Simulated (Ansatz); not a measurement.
Electronic density of states of amorphous Zn$_{12}$Sb$_{12}$Se$_{36}$, density 5.55 g/cm³, on a 2×2×2 Γ-centred mesh with a Gaussian width of 0.1 eV; energies count from the Fermi level, whose place inside the gap is arbitrary. Cell and mesh are small, so fine structure isn't converged. Level of theory: PBE-D3(BJ), scalar-relativistic without spin-orbit coupling, PAW (Ansatz default set, large-core Se) (plane waves to 420 eV; Ansatz, an electronic-structure program). Sampling: a 2×2×2 Γ-centred mesh; Fermi-Dirac width 0.05 eV; no spin polarisation.

It comes from a melt-quench run on a machine-learned potential (CHGNet), relaxed afterwards by DFT. The hot cell started wider than the set density and was brought back towards it in steps. It is the lowest in DFT energy of 3 quenches. It is a model cell: composition and starting density were chosen by hand, and all elements were melted together. The geometry includes D3(BJ) dispersion. Its density started from a set value of 4.92 and ended at 5.55 g/cm³. The simulated quench (nominally 79 K/ps over its main leg) is rapid and tends to freeze in more defects than a deposited or slowly cooled glass has. A cell of this size samples the disorder only roughly. Volume and shape were free in the relaxation. On a 2×2×2 Γ-centred mesh force components of up to 0.42 eV/Å stay, since the relaxation ran on one k-point at (1/4, 1/4, 1/4).

```json
[
 {"E - EF (eV)": "-12.00", "states/(eV atom)": "0.45"},
 {"E - EF (eV)": "-11.90", "states/(eV atom)": "0.41"},
 {"E - EF (eV)": "-11.80", "states/(eV atom)": "0.21"},
 {"E - EF (eV)": "-11.70", "states/(eV atom)": "0.04"},
 {"E - EF (eV)": "-11.60", "states/(eV atom)": "0.00"},
 {"E - EF (eV)": "-11.50", "states/(eV atom)": "0.00"},
 {"E - EF (eV)": "-11.40", "states/(eV atom)": "0.00"},
 {"E - EF (eV)": "-11.30", "states/(eV atom)": "0.00"},
 {"E - EF (eV)": "-11.20", "states/(eV atom)": "0.00"},
 {"E - EF (eV)": "-11.10", "states/(eV atom)": "0.00"},
 {"E - EF (eV)": "-11.00", "states/(eV atom)": "0.00"},
 {"E - EF (eV)": "-10.90", "states/(eV atom)": "0.00"},
 {"E - EF (eV)": "-10.80", "states/(eV atom)": "0.00"},
 {"E - EF (eV)": "-10.70", "states/(eV atom)": "0.00"},
 {"E - EF (eV)": "-10.60", "states/(eV atom)": "0.00"},
 {"E - EF (eV)": "-10.50", "states/(eV atom)": "0.00"},
 {"E - EF (eV)": "-10.40", "states/(eV atom)": "0.00"},
 {"E - EF (eV)": "-10.30", "states/(eV atom)": "0.00"},
 {"E - EF (eV)": "-10.20", "states/(eV atom)": "0.00"},
 {"E - EF (eV)": "-10.10", "states/(eV atom)": "0.00"},
 {"E - EF (eV)": "-10.00", "states/(eV atom)": "0.02"},
 {"E - EF (eV)": "-9.90", "states/(eV atom)": "0.09"},
 {"E - EF (eV)": "-9.80", "states/(eV atom)": "0.14"},
 {"E - EF (eV)": "-9.70", "states/(eV atom)": "0.13"},
 {"E - EF (eV)": "-9.60", "states/(eV atom)": "0.20"},
 {"E - EF (eV)": "-9.50", "states/(eV atom)": "0.34"},
 {"E - EF (eV)": "-9.40", "states/(eV atom)": "0.48"},
 {"E - EF (eV)": "-9.30", "states/(eV atom)": "0.49"},
 {"E - EF (eV)": "-9.20", "states/(eV atom)": "0.34"},
 {"E - EF (eV)": "-9.10", "states/(eV atom)": "0.22"},
 {"E - EF (eV)": "-9.00", "states/(eV atom)": "0.26"},
 {"E - EF (eV)": "-8.90", "states/(eV atom)": "0.25"},
 {"E - EF (eV)": "-8.80", "states/(eV atom)": "0.27"},
 {"E - EF (eV)": "-8.70", "states/(eV atom)": "0.26"},
 {"E - EF (eV)": "-8.60", "states/(eV atom)": "0.27"},
 {"E - EF (eV)": "-8.50", "states/(eV atom)": "0.18"},
 {"E - EF (eV)": "-8.40", "states/(eV atom)": "0.06"},
 {"E - EF (eV)": "-8.30", "states/(eV atom)": "0.01"},
 {"E - EF (eV)": "-8.20", "states/(eV atom)": "0.00"},
 {"E - EF (eV)": "-8.10", "states/(eV atom)": "0.00"},
 {"E - EF (eV)": "-8.00", "states/(eV atom)": "0.00"},
 {"E - EF (eV)": "-7.90", "states/(eV atom)": "0.00"},
 {"E - EF (eV)": "-7.80", "states/(eV atom)": "0.00"},
 {"E - EF (eV)": "-7.70", "states/(eV atom)": "0.00"},
 {"E - EF (eV)": "-7.60", "states/(eV atom)": "0.00"},
 {"E - EF (eV)": "-7.50", "states/(eV atom)": "0.03"},
 {"E - EF (eV)": "-7.40", "states/(eV atom)": "0.23"},
 {"E - EF (eV)": "-7.30", "states/(eV atom)": "0.85"},
 {"E - EF (eV)": "-7.20", "states/(eV atom)": "2.01"},
 {"E - EF (eV)": "-7.10", "states/(eV atom)": "3.10"},
 {"E - EF (eV)": "-7.00", "states/(eV atom)": "4.15"},
 {"E - EF (eV)": "-6.90", "states/(eV atom)": "4.57"},
 {"E - EF (eV)": "-6.80", "states/(eV atom)": "2.95"},
 {"E - EF (eV)": "-6.70", "states/(eV atom)": "1.28"},
 {"E - EF (eV)": "-6.60", "states/(eV atom)": "0.71"},
 {"E - EF (eV)": "-6.50", "states/(eV atom)": "0.13"},
 {"E - EF (eV)": "-6.40", "states/(eV atom)": "0.00"},
 {"E - EF (eV)": "-6.30", "states/(eV atom)": "0.00"},
 {"E - EF (eV)": "-6.20", "states/(eV atom)": "0.00"},
 {"E - EF (eV)": "-6.10", "states/(eV atom)": "0.00"},
 {"E - EF (eV)": "-6.00", "states/(eV atom)": "0.03"},
 {"E - EF (eV)": "-5.90", "states/(eV atom)": "0.20"},
 {"E - EF (eV)": "-5.80", "states/(eV atom)": "0.34"},
 {"E - EF (eV)": "-5.70", "states/(eV atom)": "0.36"},
 {"E - EF (eV)": "-5.60", "states/(eV atom)": "0.46"},
 {"E - EF (eV)": "-5.50", "states/(eV atom)": "0.51"},
 {"E - EF (eV)": "-5.40", "states/(eV atom)": "0.49"},
 {"E - EF (eV)": "-5.30", "states/(eV atom)": "0.52"},
 {"E - EF (eV)": "-5.20", "states/(eV atom)": "0.59"},
 {"E - EF (eV)": "-5.10", "states/(eV atom)": "0.59"},
 {"E - EF (eV)": "-5.00", "states/(eV atom)": "0.53"},
 {"E - EF (eV)": "-4.90", "states/(eV atom)": "0.53"},
 {"E - EF (eV)": "-4.80", "states/(eV atom)": "0.57"},
 {"E - EF (eV)": "-4.70", "states/(eV atom)": "0.60"},
 {"E - EF (eV)": "-4.60", "states/(eV atom)": "0.63"},
 {"E - EF (eV)": "-4.50", "states/(eV atom)": "0.61"},
 {"E - EF (eV)": "-4.40", "states/(eV atom)": "0.58"},
 {"E - EF (eV)": "-4.30", "states/(eV atom)": "0.60"},
 {"E - EF (eV)": "-4.20", "states/(eV atom)": "0.60"},
 {"E - EF (eV)": "-4.10", "states/(eV atom)": "0.57"},
 {"E - EF (eV)": "-4.00", "states/(eV atom)": "0.60"},
 {"E - EF (eV)": "-3.90", "states/(eV atom)": "0.61"},
 {"E - EF (eV)": "-3.80", "states/(eV atom)": "0.61"},
 {"E - EF (eV)": "-3.70", "states/(eV atom)": "0.62"},
 {"E - EF (eV)": "-3.60", "states/(eV atom)": "0.58"},
 {"E - EF (eV)": "-3.50", "states/(eV atom)": "0.57"},
 {"E - EF (eV)": "-3.40", "states/(eV atom)": "0.60"},
 {"E - EF (eV)": "-3.30", "states/(eV atom)": "0.63"},
 {"E - EF (eV)": "-3.20", "states/(eV atom)": "0.64"},
 {"E - EF (eV)": "-3.10", "states/(eV atom)": "0.64"},
 {"E - EF (eV)": "-3.00", "states/(eV atom)": "0.61"},
 {"E - EF (eV)": "-2.90", "states/(eV atom)": "0.55"},
 {"E - EF (eV)": "-2.80", "states/(eV atom)": "0.55"},
 {"E - EF (eV)": "-2.70", "states/(eV atom)": "0.66"},
 {"E - EF (eV)": "-2.60", "states/(eV atom)": "0.76"},
 {"E - EF (eV)": "-2.50", "states/(eV atom)": "0.70"},
 {"E - EF (eV)": "-2.40", "states/(eV atom)": "0.68"},
 {"E - EF (eV)": "-2.30", "states/(eV atom)": "0.74"},
 {"E - EF (eV)": "-2.20", "states/(eV atom)": "0.73"},
 {"E - EF (eV)": "-2.10", "states/(eV atom)": "0.72"},
 {"E - EF (eV)": "-2.00", "states/(eV atom)": "0.73"},
 {"E - EF (eV)": "-1.90", "states/(eV atom)": "0.77"},
 {"E - EF (eV)": "-1.80", "states/(eV atom)": "0.81"},
 {"E - EF (eV)": "-1.70", "states/(eV atom)": "0.76"},
 {"E - EF (eV)": "-1.60", "states/(eV atom)": "0.78"},
 {"E - EF (eV)": "-1.50", "states/(eV atom)": "0.76"},
 {"E - EF (eV)": "-1.40", "states/(eV atom)": "0.74"},
 {"E - EF (eV)": "-1.30", "states/(eV atom)": "0.81"},
 {"E - EF (eV)": "-1.20", "states/(eV atom)": "0.79"},
 {"E - EF (eV)": "-1.10", "states/(eV atom)": "0.71"},
 {"E - EF (eV)": "-1.00", "states/(eV atom)": "0.70"},
 {"E - EF (eV)": "-0.90", "states/(eV atom)": "0.65"},
 {"E - EF (eV)": "-0.80", "states/(eV atom)": "0.61"},
 {"E - EF (eV)": "-0.70", "states/(eV atom)": "0.56"},
 {"E - EF (eV)": "-0.60", "states/(eV atom)": "0.47"},
 {"E - EF (eV)": "-0.50", "states/(eV atom)": "0.33"},
 {"E - EF (eV)": "-0.40", "states/(eV atom)": "0.21"},
 {"E - EF (eV)": "-0.30", "states/(eV atom)": "0.11"},
 {"E - EF (eV)": "-0.20", "states/(eV atom)": "0.02"},
 {"E - EF (eV)": "-0.10", "states/(eV atom)": "0.00"},
 {"E - EF (eV)": "0.00", "states/(eV atom)": "0.00"},
 {"E - EF (eV)": "0.10", "states/(eV atom)": "0.00"},
 {"E - EF (eV)": "0.20", "states/(eV atom)": "0.02"},
 {"E - EF (eV)": "0.30", "states/(eV atom)": "0.09"},
 {"E - EF (eV)": "0.40", "states/(eV atom)": "0.13"},
 {"E - EF (eV)": "0.50", "states/(eV atom)": "0.17"},
 {"E - EF (eV)": "0.60", "states/(eV atom)": "0.20"},
 {"E - EF (eV)": "0.70", "states/(eV atom)": "0.29"},
 {"E - EF (eV)": "0.80", "states/(eV atom)": "0.35"},
 {"E - EF (eV)": "0.90", "states/(eV atom)": "0.36"},
 {"E - EF (eV)": "1.00", "states/(eV atom)": "0.44"},
 {"E - EF (eV)": "1.10", "states/(eV atom)": "0.47"},
 {"E - EF (eV)": "1.20", "states/(eV atom)": "0.42"},
 {"E - EF (eV)": "1.30", "states/(eV atom)": "0.45"},
 {"E - EF (eV)": "1.40", "states/(eV atom)": "0.48"},
 {"E - EF (eV)": "1.50", "states/(eV atom)": "0.52"},
 {"E - EF (eV)": "1.60", "states/(eV atom)": "0.54"},
 {"E - EF (eV)": "1.70", "states/(eV atom)": "0.55"},
 {"E - EF (eV)": "1.80", "states/(eV atom)": "0.59"},
 {"E - EF (eV)": "1.90", "states/(eV atom)": "0.58"},
 {"E - EF (eV)": "2.00", "states/(eV atom)": "0.60"},
 {"E - EF (eV)": "2.10", "states/(eV atom)": "0.63"},
 {"E - EF (eV)": "2.20", "states/(eV atom)": "0.60"},
 {"E - EF (eV)": "2.30", "states/(eV atom)": "0.64"},
 {"E - EF (eV)": "2.40", "states/(eV atom)": "0.62"},
 {"E - EF (eV)": "2.50", "states/(eV atom)": "0.59"},
 {"E - EF (eV)": "2.60", "states/(eV atom)": "0.57"},
 {"E - EF (eV)": "2.70", "states/(eV atom)": "0.50"},
 {"E - EF (eV)": "2.80", "states/(eV atom)": "0.50"},
 {"E - EF (eV)": "2.90", "states/(eV atom)": "0.53"},
 {"E - EF (eV)": "3.00", "states/(eV atom)": "0.47"},
 {"E - EF (eV)": "3.10", "states/(eV atom)": "0.48"}
]
```

The gap on this mesh is 0.66 eV; the broadening fills part of it in the curve.
